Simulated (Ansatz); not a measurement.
Start from ZnO in the wurtzite structure (space group P6_3mc, No. 186; a = 3.279 Å, c = 5.294 Å). Axes: x lies along a and z along c of the hexagonal cell.

The values are results of PBE, PAW, 420 eV (Ansatz, a program for electronic structure; no spin-orbit coupling), not measurements.

Base values:

```
Quantity    Value
--------  -------
Band gap  0.74 eV
```

Modification: biaxial strain −3.00 %, plane normal [001], relaxed out of plane (Cartesian); in-plane vectors clamped, the third vector and the atoms free.

How does this affect the ratio −ε⊥/ε∥?

The ratio −ε⊥/ε∥ amounts to 0.90.

Estimate the effect on the band gap.

The band gap shrinks by 0.05 eV, from 0.74 eV to 0.69 eV.

Gaps are Kohn–Sham eigenvalue differences; semilocal functionals usually give less than the measured gap. No phonon test of stability was made.
